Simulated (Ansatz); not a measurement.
Cost and result by functional for the surface energy of the (211) surface of fcc Pt in its 1x1 cell, outermost plane spacing 0.81 Å in the ideal cut, in Ansatz (plane waves, PAW). Single points on the PBE structure, on one kind of machine; costs are rough ratios of the slab run's core time (references not counted) to the cheapest single point. r2SCAN's cost holds its higher cutoff (500 against 420 eV). Differences are taken against r2SCAN for comparison alone: no measured value is at hand, so the table doesn't rank accuracy.

Set-up: 13 atoms, 9.7 Å thick at the start (thin: gaps and levels are the slab's own); mesh 13x6x1; 0.1 eV smearing; dipole correction on; all atoms relaxed; symmetry of the start imposed; no spin, no spin-orbit, no U. These notes are the PBE run's.

```
functional                     relative cost  surface energy (J/m²)  less r2SCAN (J/m²)
-----------------------------  -------------  ---------------------  ------------------
PBEsol                                     1                   2.13                0.22
RPBE                                       1                   1.43               -0.48
LDA                                        1                   2.32                0.41
r2SCAN                                     2                   1.91                0.00
PBE (the relaxed run's value)              –                   1.69               -0.22
```

The values span 0.90 J/m², while the single points' costs differ by a factor of roughly 2. Differences are of unrounded values.

Ansatz is a first-principles code.
